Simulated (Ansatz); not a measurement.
**Effect of isotropic strain −3.00 % on PbTe**

Take PbTe in the rock salt structure (space group Fm-3m, No. 225; a = 6.380 Å) as the base.

Now apply this change: the cell is scaled by 0.9700 in all directions, atoms relaxed at fixed cell.

Calculations: DFT with LDA, PAW potentials and a 420 eV plane-wave cutoff in Ansatz (a first-principles code), no SOC. k-mesh 9×9×9 (Γ-centred); smearing 0.05 eV (Fermi–Dirac).

| quantity | base | changed | shift |
|---|---|---|---|
| volume per atom | 32.46 Å³ | 29.62 Å³ | -2.834 Å³ |
| space group | Fm-3m (No. 225) | Fm-3m (No. 225) | – |
| shortest interatomic distance | 3.190 Å | 3.094 Å | -0.096 Å |
| energy relative to the base (free energy F) | 0 meV/atom | +45 meV/atom | +45 meV/atom |
| pressure | 0.00 GPa | 5.48 GPa | +5.48 GPa |
| band gap | 0.57 eV | 0.34 eV | -0.23 eV |
| gap character | direct at L | direct at L | – |
| mean gap deformation potential ΔEg/Δln V | – | +2.5 eV | – |
| width of the top valence band | 3.01 eV | 3.63 eV | +0.62 eV |
| electron mass | 0.24 mₑ along k, 0.095 mₑ across (at L) | 0.16 mₑ along k, 0.092 mₑ across (at L) | – |
| hole mass | 0.33 mₑ along k, 0.065 mₑ across (at L) | 0.20 mₑ along k, 0.042 mₑ across (at L) | – |
| valley order (the lowest conduction-band minima on the path, energy above the VBM, named in the base's zone) | L along ⟨111⟩ 0.57 eV; a point along ⟨110⟩, about 0.6 Å⁻¹ from Γ 1.18 eV; a point along ⟨100⟩, about 0.4 Å⁻¹ from Γ 1.70 eV | L along ⟨111⟩ 0.34 eV; a point along ⟨110⟩, about 0.5 Å⁻¹ from Γ 1.03 eV; a point along ⟨100⟩, about 0.3 Å⁻¹ from Γ 1.56 eV | – |

Final structure:

```xyz
2
Lattice="0.0000 3.0941 3.0941 3.0941 0.0000 3.0941 3.0941 3.0941 0.0000" Properties=species:S:1:pos:R:3 pbc="T T T"
Te     3.0941     3.0941     3.0941
Pb     0.0000     0.0000     0.0000
```

With Pb and Te present, leaving out spin-orbit coupling can change the band edges. Masses are band curvatures over ±0.01 Å⁻¹ around the edge. Along k means along the line from Γ to the band edge. Stability against distortions was not tested.
